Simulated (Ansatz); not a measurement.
TaAl (model structure, Pm-3m, No. 221, 2 atoms in the cell) was calculated with LDA (PAW; Ansatz, a quantum-chemistry and plane-wave program).

Input:

Ansatz 0.2 input:
```yaml
crystal:
  lattice:
    - [3.1484096271, 0.0, 0.0]
    - [0.0, 3.1484096271, 0.0]
    - [0.0, 0.0, 3.1484096271]
  atoms:
    - { symbol: Ta, position: [0.0, 0.0, 0.0] }
    - { symbol: Al, position: [0.5, 0.5, 0.5] }
basis:
  ecutwfc: 520
  ecutrho_ratio: 4
  xc_grid: 2
kpoints:
  mp_grid: { grid: [18, 18, 18] }
hamiltonian:
  xc: lda
  dispersion: none
  pseudopotentials: { kind: paw }
scf:
  occupations: { method: fermi_dirac, width: 0.05 }
output:
  forces: true
  stress: true
  eigenvalues: true
relax:
  f_tol: 0.004
  escape_saddle: false
  max_steps: 80
```

From the output:

```
WARN output.stress: scf.convergence.dr2_threshold = 1e-7 eV (the SCF's general default) is looser than the 2e-10 eV advised for a printed stress (1e-10 eV for …
Relaxation: its limit of steps is 80 (relax.max_steps)
Crystal: 2 atoms, lattice volume = 31.209 Å³
Basis set: ecut = 520 eV, 847 PW (Γ), exchange–correlation on 48×48×48 points (8 copies of the dense FFT grid, shifted against one another)
Bands: 12, of which v1, the nominal top of the filled ones, is band 8 counted from 1 (7 counted from 0)
Symmetry: 48 space group operations
Space group: Pm-3m (ITA 221), of the structure as read, at distance tolerance 3.1e-5 Å
k-points: 220 of 5832
Functional: x = slater, c = lda
SCF iter   1: F=—  HF=-10195.325730 eV  |F-HF|=—  |Δ(HF+E_count)|=         —  Δρ=1.13e-2  dr2=7.20e-2
SCF iter   2: F=—  HF=-10195.307838 eV  |F-HF|=—  |Δ(HF+E_count)|=   1.79e-2  Δρ=5.86e-3  dr2=1.82e-2
  ...
SCF iter   5: F=-10195.301786 eV  HF=-10195.301786 eV  |F-HF|=2.29e-8  |Δ(HF+E_count)|=   9.52e-7  Δρ=8.75e-6  dr2=2.82e-8
SCF iter   6: F=-10195.301786 eV  HF=-10195.301786 eV  |F-HF|=7.28e-12  |Δ(HF+E_count)|=   5.95e-9  Δρ=4.22e-7  dr2=2.11e-11
SCF 1 converged in 6 iterations: F = -10195.301786 eV  dr2 = 2.11e-11
relax step   1: F+E_penalty+E_count = -10195.30178565 eV  Δ(F+E_penalty+E_count) = +0.000e0 eV  max|allowed force component| = 5.423e-31 eV/Å  Δτ_max = 0.0000 Å  (6 SCF iters, accepted)
SCF converged after 6 iterations
Free energy (F): -10195.301786 eV
Internal energy: -10195.287024 eV  (E = F + TS)
E sigma→0 (E₀):  -10195.294405 eV
Fermi energy:    15.098293 eV
--- Forces (eV/Å), atoms counted from 1 ---
  atom   1  Ta    -0.00000000     0.00000000     0.00000000
  atom   2  Al     0.00000000    -0.00000000     0.00000000
--- Stress (GPa, compression-positive) ---
        3.567837       0.000000       0.000000
       -0.000000       3.567837       0.000000
        0.000000       0.000000       3.567837
  P = ⅓ Tr σ = 3.5678 GPa (35.678 kbar)
```

The cell is one volume of an energy–volume scan, off the minimum.

The PAW data were made under PBE.

Note: the relaxation could raise the start's symmetry but not lower it, so the cell can be a saddle point.

A model structure was made by putting elements into a prototype or built by hand; it is no filed structure, need not be a known phase, and can be a saddle point held by its symmetry.
